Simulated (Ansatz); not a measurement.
F interstitial in corundum (start: void with 3O nearest, no. 2; 120-site cell, 2×2×2 Γ-centred sampling). Calculation: PBE, PAW (plane waves to 420 eV; Ansatz, an electronic-structure program). Total energies of the localised charge states, counted from that of charge +1, and their image corrections (point charge with alignment); the host's valence-band maximum lies at 7.358 eV on the cells' energy zero and its gap is 5.85 eV.

| charge | moment (μB) | E − E(first) (eV) | correction (eV) |
|---|---|---|---|
| +1 | not spin-polarised | 0.000 | 0.250 |
| 0 | 1.0 | 9.665 | 0.000 |
| −1 | not spin-polarised | 18.010 | 0.071 |

Q: Derive the transition levels above the valence-band maximum and say which of them are thermodynamic.

A: A level is the Fermi energy at which two charges have equal formation energy: ε(q/q′) = [E(q′) + corr(q′) − E(q) − corr(q)] / (q − q′) − E_VBM.
ε(+1/0) = [(9.665 + 0.000) − (0.000 + 0.250)] / 1 − 7.358 = 2.06 eV
ε(0/−1) = [(18.010 + 0.071) − (9.665 + 0.000)] / 1 − 7.358 = 1.06 eV
Charge 0 lies above the lower envelope where its neighbours cross, so the level that counts is ε(+1/−1) = [(18.010 + 0.071) − (0.000 + 0.250)] / 2 − 7.358 = 1.56 eV.
Thermodynamic levels at least 0.1 eV inside the gap: (+1/−1) at 1.56 eV. They hold to tenths of an eV in this cell. Only the charges listed were compared. The geometries come from one start. Flagged in the runs: a doubtful potential alignment, a host whose relaxation on this sampling wasn't shown to rest.
